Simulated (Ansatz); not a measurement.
## Several settings converged on Tl2Pd (P1, 6 atoms in the cell)

```
Tl2Pd
1.0
    4.43625    -3.39313     0.00000
    4.43625     3.39313     0.00000
   -3.74448     0.00000     4.43832
Tl Pd
4 2
Direct
  0.50474   0.83692   0.17771
  0.50001   0.16783   0.83356
  0.16783   0.50001   0.33356
  0.83217   0.49999   0.66644
  0.00080   0.99920   0.25000
  0.99920   0.00080   0.75000
```

Base method: PBEsol, default PAW files made with PBE (plane waves; Ansatz, a first-principles code).

Base settings: basis.ecutwfc = 420 eV; kpoints.mp_grid.grid = 3 3 3; hamiltonian.xc = pbesol; hamiltonian.pseudopotentials = {kind: paw} (the program's default PAW files); scf.occupations.method = fermi_dirac; scf.occupations.width = 0.1 eV.

The count of work is k-points × plane waves × bands × iterations; it is no time. 

**The cutoff for other potential files**

Level: DFT, PBEsol, plane waves, harder PAW files (source: ansatz) made with PBE.

In this ladder: hamiltonian.pseudopotentials = {kind: paw, source: ansatz}.

The second cell is the first with its lattice scaled by 0.98.

The mesh stays at the base's, so the ladder's end is converged at best in this setting alone.

The first pressure column holds Ansatz's estimate of the finite-basis (Pulay) stress, which hides part of the cutoff error; the other is without it.

Only quantities that move along the ladder and can be compared are tabulated.

```tsv
basis.ecutwfc	free energy less the last step's (meV/atom)	energy of the compressed cell less the first (meV/atom)	pressure (GPa)	pressure without the Pulay estimate (GPa)	largest difference of a force vector from the last step's (eV/Å)	count of work / last
270 eV	7629.79	54.25	-8.92	-260.61	0.088	0.097
330 eV	1630.08	-27.43	-3.41	-71.36	0.044	0.15
420 eV	130.27	-4.48	-2.58	-10.57	0.003	0.17
510 eV	5.52	-1.89	-2.52	-3.07	0.000	0.28
600 eV	0.43	-1.86	-2.52	-2.52	0.000	0.35
720 eV	0.29	-1.86	-2.52	-2.52	0.000	0.47
900 eV	0.16	-1.85	-2.51	-2.52	0.000	0.65
1200 eV	0.00	-1.85	-2.51	-2.52	0.000	1.0
```

Coarsest basis.ecutwfc that holds the pressure without the Pulay estimate within 1 GPa of the last step, with all finer ones: 510 eV, at 0.28 of the last step's count of work; the step before is off by 8.0 GPa.

Coarsest basis.ecutwfc that holds the pressure within 0.1 GPa of the last step, with all finer ones: 420 eV, at 0.17 of the last step's count of work; the step before is off by 0.90 GPa.

Coarsest basis.ecutwfc that holds the energy of the compressed cell less the first within 1 meV/atom of the last step, with all finer ones: 510 eV, at 0.28 of the last step's count of work; the step before is off by 2.6 meV/atom.

The energy difference between the two cells stays within 1 meV/atom of the last step's from 510 eV on, the total only from 600 eV on: much of the error is common to both cells and cancels.

At the lowest cutoff the pressure without the Pulay estimate lies 258 GPa under the last step's, the usual sign of Pulay stress in an incomplete plane-wave basis.

**The relaxed cell against the cutoff**

On Tl₂Pd (C2/c, 6 atoms in the cell): atoms on their sites.

In this ladder: relax = cell and atoms.

The mesh stays at the base's, so the ladder's end is converged at best in this setting alone.

Only quantities that move along the ladder and can be compared are tabulated.

```tsv
basis.ecutwfc	relaxed volume (Å³/atom)	relaxation steps
250 eV	22.039	61
295 eV	21.405	23
355 eV	21.436	8
420 eV	21.429	6
505 eV	21.429	6
630 eV	21.427	6
840 eV	21.427	6
```

Coarsest basis.ecutwfc that holds the relaxed volume within 0.043 Å³/atom of the last step, with all finer ones: 295 eV; the step before is off by 0.61 Å³/atom.

At the lowest cutoff the cell relaxes to a volume 2.9 % larger than at the highest. Ansatz relaxes on a stress corrected for the finite basis.

On the base run: the starting cell comes from a database of computed structures (which also holds hypothetical and non-ambient phases and stackings), without a prior relaxation at this level. Its lattice was rescaled by up to half a per cent. One atom was moved a little off its site on purpose. Spin polarisation is off. Without a gap this mesh is coarse (it stands for a supercell whose shortest vector is 17 Å).

Left out of this page: 1 run of the series failed or unconverged.

Keys are those of Ansatz 0.2.
